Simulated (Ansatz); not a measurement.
Given:

```
TiO2
1.0
   -1.88893     1.88893     4.79189
    1.88893    -1.88893     4.79189
    1.88893     1.88893    -4.79189
Ti O
2 4
Direct
  0.50000   0.50000   0.00000
  0.25000   0.75000   0.50000
  0.29151   0.29151   0.00000
  0.04151   0.54151   0.50000
  0.45849   0.95849   0.50000
  0.70849   0.70849   0.00000
```

No spin polarisation.

0.684 electrons added to each cell, a density of 1.0×10^22 cm⁻³, with a uniform compensating background at fixed cell and a 300 K Fermi–Dirac width.

Calculations: r2SCAN/PAW in Ansatz (a quantum-chemistry and plane-wave program), without spin-orbit coupling. Settings: 17×17×17 k-points, 0.0259 eV Fermi–Dirac smearing.

Q: Predict the gap character, gap between the host's bands and Fermi level from band edge.

A: The gap character comes out as indirect, Γ–X (87 % along) → Γ. The gap between the host's bands is 2.96 eV and the Fermi level relative to the doped band's edge (positive inside the band; to 0.05 eV) is +0.85 eV.

Carriers are added with a uniform compensating background; total energy and stress of such cells depend on the potential's zero and are not compared; many-body gap narrowing is missing at this level. Stability against distortions was not tested. All final runs are without spin polarisation. The cell was made from TiO₂ in the anatase structure (space group I4_1/amd, No. 141) by this change: electrons 1.0×10^22 cm⁻³.
